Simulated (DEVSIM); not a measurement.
Device: abrupt GaP p-n junction, at 300 K.

Layer 1 from the left is GaP, thickness (μm) 5.50, Na (cm⁻³) 5.2e15, τn (s) 6.6e-7, τp (s) 6.6e-7. Layer 2 from the left is GaP, thickness (μm) 180, Nd (cm⁻³) 9.6e15, τn (s) 6.6e-7, τp (s) 6.6e-7.

Left contact: ohmic. Right contact: ohmic. Voltage is applied to the left contact. Recombination: SRH at mid-gap, radiative, Auger. Mobility is μmin + (μ − μmin)/(1 + (N/Nref)^α).

Constants are typed, rounded textbook-type inputs, not results; the design itself was drawn at random and stands for no fabricated device. Values at 300 K.

GaP: gap (eV) 2.26, affinity (eV) 3.8, permittivity 11.1, Nc (cm⁻³) 1.8e19, Nv (cm⁻³) 1.9e19, μn (cm²/Vs) 250, μp (cm²/Vs) 150, μn,min 10, μp,min 10, Nref,n 4.4e18, Nref,p 1e18, αn 0.8, αp 0.85, B (cm³/s) 1e-13, Cn (cm⁶/s) 1e-30, Cp (cm⁶/s) 1e-30.

Question: Estimate by hand the built-in potential, the peak field at zero bias, the capacitance at -0.6 V, and compare with a numerical solution.

Answer: 
- Built-in potential: ni = √(Nc Nv) exp(−Eg/2kT) = 1.92 cm⁻³ with Eg = 2.260 eV; Vbi = kT/q ln(Na Nd/ni²) = 1.853 V; numerical 1.853 V.
- Peak field at zero bias: depletion approximation: W = √(2εVbi/(qN)) = 0.821 μm with N = 3.37e15 cm⁻³; field = 2Vbi/W = 45100 V/cm; numerical 44500 V/cm (estimate above by 1.4 %).
- Capacitance at -0.6 V: C = √(qεN / 2(Vbi + |V|)) = 10.4 nF/cm²; numerical 10.5 nF/cm² (estimate below by 1.1 %).

Model (solved in DEVSIM): 1D drift-diffusion, Boltzmann statistics, complete ionisation; no tunnelling, impact ionisation, image-force lowering or self-heating.
